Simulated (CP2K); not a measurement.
A user runs CP2K on La3InN (Pm-3m, 5 atoms in the cell) and asks whether the run is sound. The aim is a self-consistent single point with DFT PBEsol, GPW, DZVP-MOLOPT-SR-GTH basis, GTH-PBE potentials (GTH_POTENTIALS).

Cell that was meant: a = 5.1275 Å, b = 5.1275 Å, c = 5.1275 Å, α = 90.00°, β = 90.00°, γ = 90.00°.

Part of the input:

```
      &END MIXING
      &SMEAR ON
        METHOD MARZARI_VANDERBILT
        SIGMA [eV] 2
      &END SMEAR
    &END SCF
    &KPOINTS
```

Log, with long lists cut:

```
 GLOBAL| Method name                                                        CP2K
   [... lines left out ...]
                           51                51.000                        1.000

 Number of electrons:                                                         51
 Number of occupied orbitals:                                                 26
 Number of molecular orbitals:                                                35

 Number of orbital functions:                                                116
 Number of independent orbital functions:                                    116
 SCF WAVEFUNCTION OPTIMIZATION

  Step     Update method      Time    Convergence         Total energy    Change
     1 NoMix/Diag. 0.20E+00      -     1.39954347      -162.3261379074 -1.62E+02
     2 Broy./Diag. 0.20E+00      -     0.28069130      -160.2069836729  2.12E+00
     3 Broy./Diag. 0.20E+00      -     0.35901836      -161.0036179081 -7.97E-01
     4 Broy./Diag. 0.20E+00      -     0.35370823      -161.8396205363 -8.36E-01
     5 Broy./Diag. 0.20E+00      -     0.10240817      -160.6221226864  1.22E+00
     6 Broy./Diag. 0.20E+00      -     0.03631016      -160.8689706206 -2.47E-01
   [... 8 lines left out ...]
    15 Broy./Diag. 0.20E+00      -     0.00000885      -161.1642999958  4.42E-04
    16 Broy./Diag. 0.20E+00      -     0.00000093      -161.1643220656 -2.21E-05
    17 Broy./Diag. 0.20E+00      -     0.00000042      -161.1643175497  4.52E-06
    18 Broy./Diag. 0.20E+00      -     0.00000004      -161.1643174283  1.21E-07
  *** SCF run converged in    18 steps ***

  Overlap energy of the core charge distribution:               0.00000000000008
  Self energy of the core charge distribution:               -306.20423403146333
  Core Hamiltonian energy:                                     73.02226872159316
  Hartree energy:                                              94.91526569441764
  Exchange-correlation energy:                                -22.85684945315301
  Smearing free energy correction:                             -0.04076835914332
  Fermi energy:                                                 0.34059915636532

  Total energy:                                              -161.16431742825995

                     Mulliken Population Analysis

   [... lines left out ...]
 STRESS|                        x                   y                   z
 STRESS|      x        1.77254946185E+03   5.09176553308E-05   1.03550540424E-04
 STRESS|      y        5.09176553308E-05   1.77326225160E+03   8.49117031567E-05
 STRESS|      z        1.03550540424E-04   8.49117031567E-05   1.77188789173E+03
 STRESS| 1/3 Trace                                             1.77256653506E+03
```

Can these results be used? Check the input.

The run is not sound. The fault is a smearing width that is far too large. A width of many tenths of an electronvolt moves electrons far across the Fermi level or the gap, and the free energy and its derivatives carry a large smearing term. To fix it, use a width small against the gap or band features. The run converged in 18 iterations without an error; against the sound input the free energy goes up by 10.3 meV/atom and the pressure goes from -0.75 to 0.18 GPa.

An input that runs soundly differs in these lines (not the only fix; some lines may just follow from the change or write a value another way):
```diff
-        SIGMA [eV] 2
+        SIGMA [eV] 0.272
```

With that input, the run converged in 16 iterations: free energy E − TS -4385.5558 eV; Fermi level (on the code's own zero) 9.17 eV; pressure -0.75 GPa (DFT PBEsol, GPW, DZVP-MOLOPT-SR-GTH basis, GTH-PBE potentials (GTH_POTENTIALS)).

On the sound input: the starting cell comes from a database of published, mostly measured structures (it also holds non-ambient and calculated ones), without a prior relaxation at this level. Values carry the incompleteness of an atom-centred basis. The potentials were made for another functional than the one used.
